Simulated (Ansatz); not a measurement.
Electronic density of states of amorphous In₂₄Ga₁₂O₅₄, density 6.12 g/cm³, on a 2×2×2 Γ-centred mesh with a Gaussian width of 0.1 eV; energies count from the Fermi level, whose place inside the gap is arbitrary. Cell and mesh are small, so fine structure isn't converged. Computed with PBE, scalar-relativistic without spin-orbit coupling (plane waves to 420 eV, PAW; Ansatz, a first-principles code). Sampling: a 2×2×2 Γ-centred mesh; Fermi-Dirac width 0.02 eV; no spin polarisation. At PBE the levels at the filled edge of the gap are localised (band-tail or defect states), and the nearest spread-out levels lie 0.9 eV apart at the zone centre.

The cell was made by melting and quenching with the CHGNet potential and then relaxed with DFT. O atoms were pushed apart under 1.9 Å during the dynamics, to hinder bonds among them. The hot cell started wider than the set density and was brought back towards it in steps. It is the lowest in DFT energy of 4 quenches. It is a model cell: composition and starting density were chosen by hand, and all elements were melted together. No dispersion term was used. Its density started from a set value of 6.14 and ended at 6.12 g/cm³. The simulated quench (nominally 88 K/ps over its main leg) is rapid and tends to freeze in more defects than a deposited or slowly cooled glass has. One small periodic cell is one sample of the glass; other quenches scatter about these values. Volume and shape were free in the relaxation.

```tsv
E - EF (eV)	states/(eV atom)
-12.00	0.41
-11.90	0.28
-11.80	0.14
-11.70	0.12
-11.60	0.04
-11.50	0.00
-11.40	0.00
-11.30	0.00
-11.20	0.00
-11.10	0.00
-11.00	0.00
-10.90	0.00
-10.80	0.00
-10.70	0.00
-10.60	0.00
-10.50	0.00
-10.40	0.00
-10.30	0.00
-10.20	0.00
-10.10	0.00
-10.00	0.00
-9.90	0.00
-9.80	0.00
-9.70	0.00
-9.60	0.00
-9.50	0.00
-9.40	0.00
-9.30	0.00
-9.20	0.00
-9.10	0.00
-9.00	0.00
-8.90	0.00
-8.80	0.00
-8.70	0.00
-8.60	0.00
-8.50	0.00
-8.40	0.00
-8.30	0.00
-8.20	0.00
-8.10	0.00
-8.00	0.00
-7.90	0.00
-7.80	0.00
-7.70	0.00
-7.60	0.00
-7.50	0.00
-7.40	0.00
-7.30	0.00
-7.20	0.00
-7.10	0.00
-7.00	0.00
-6.90	0.05
-6.80	0.11
-6.70	0.06
-6.60	0.06
-6.50	0.20
-6.40	0.29
-6.30	0.29
-6.20	0.31
-6.10	0.33
-6.00	0.36
-5.90	0.35
-5.80	0.39
-5.70	0.42
-5.60	0.40
-5.50	0.41
-5.40	0.39
-5.30	0.40
-5.20	0.38
-5.10	0.35
-5.00	0.34
-4.90	0.31
-4.80	0.29
-4.70	0.28
-4.60	0.30
-4.50	0.36
-4.40	0.43
-4.30	0.48
-4.20	0.49
-4.10	0.51
-4.00	0.51
-3.90	0.52
-3.80	0.55
-3.70	0.56
-3.60	0.62
-3.50	0.63
-3.40	0.60
-3.30	0.58
-3.20	0.61
-3.10	0.65
-3.00	0.67
-2.90	0.68
-2.80	0.69
-2.70	0.75
-2.60	0.76
-2.50	0.73
-2.40	0.72
-2.30	0.73
-2.20	0.78
-2.10	0.78
-2.00	0.79
-1.90	0.82
-1.80	0.86
-1.70	0.88
-1.60	0.91
-1.50	0.91
-1.40	0.94
-1.30	1.00
-1.20	1.05
-1.10	1.08
-1.00	1.03
-0.90	0.95
-0.80	0.79
-0.70	0.55
-0.60	0.37
-0.50	0.27
-0.40	0.17
-0.30	0.13
-0.20	0.04
-0.10	0.00
0.00	0.00
0.10	0.00
0.20	0.01
0.30	0.01
0.40	0.00
0.50	0.00
0.60	0.00
0.70	0.00
0.80	0.00
0.90	0.00
1.00	0.00
1.10	0.00
1.20	0.02
1.30	0.04
1.40	0.06
1.50	0.04
1.60	0.01
1.70	0.01
1.80	0.05
1.90	0.06
2.00	0.07
2.10	0.07
2.20	0.05
2.30	0.06
2.40	0.04
2.50	0.04
2.60	0.05
2.70	0.05
2.80	0.05
2.90	0.08
3.00	0.08
3.10	0.11
3.20	0.16
3.30	0.16
3.40	0.17
3.50	0.19
3.60	0.18
3.70	0.15
3.80	0.15
3.90	0.19
4.00	0.23
4.10	0.27
4.20	0.31
4.30	0.36
4.40	0.32
4.50	0.34
4.60	0.35
4.70	0.30
4.80	0.23
4.90	0.21
5.00	0.23
5.10	0.24
5.20	0.26
5.30	0.25
5.40	0.22
5.50	0.24
5.60	0.30
5.70	0.27
5.80	0.28
5.90	0.29
6.00	0.27
6.10	0.27
6.20	0.27
6.30	0.28
6.40	0.30
6.50	0.31
6.60	0.28
6.70	0.29
6.80	0.30
6.90	0.28
7.00	0.31
7.10	0.33
7.20	0.33
7.30	0.32
7.40	0.33
7.50	0.31
```

The level gap on this mesh is 0.58 eV; the broadening fills part of it in the curve.
